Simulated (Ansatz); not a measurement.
Relaxation of the outer planes of the (331) surface of fcc Rh in its 1x1 cell, outermost plane spacing 0.88 Å in the ideal cut.

Calculation: PBE (plane waves to 420 eV, PAW; Ansatz, a first-principles code).

Slab: 12 atoms, 9.7 Å thick at the start (thin: gaps and levels are the slab's own); k 14x7x1, smearing 0.1 eV, dipole-corrected; all atoms relaxed; held to the part of the start's symmetry that mesh and held atoms allow; no spin, no spin-orbit, no U.

| plane | atoms | bulk spacing to the next (Å) | relaxed spacing (Å) | change (%) | rumpling (Å) |
|---|---|---|---|---|---|
| 1 | Rh | 0.879 | 0.801 | -8.9 | 0.00 |
| 2 | Rh | 0.879 | 0.780 | -11.2 | 0.00 |
